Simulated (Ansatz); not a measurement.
## Ir, response to strain

The reference is Ir in the fcc (Cu type) structure (space group Fm-3m, No. 225; a = 3.872 Å; relaxed with 0.1 eV smearing).

Strains are applied to the cell and any free atomic positions relax.

The values are results of PBE, PAW, 420 eV (Ansatz, a program for electronic structure; no spin-orbit coupling), not measurements.

Candidates:
(a) isotropic strain +3.00 %
(b) isotropic strain +2.00 %
(c) isotropic strain −1.50 %
(d) isotropic strain −2.50 %

Notes on the quantities. energy relative to the base: free energy F.

**Question.** Order them by energy relative to the base, lowest first.

**Answer.** (c) isotropic strain −1.50 % (+34 meV/atom), (b) isotropic strain +2.00 % (+52 meV/atom), (d) isotropic strain −2.50 % (+98 meV/atom), (a) isotropic strain +3.00 % (+112 meV/atom)

Whether these cells are dynamically stable was not tested. All final runs are without spin polarisation.
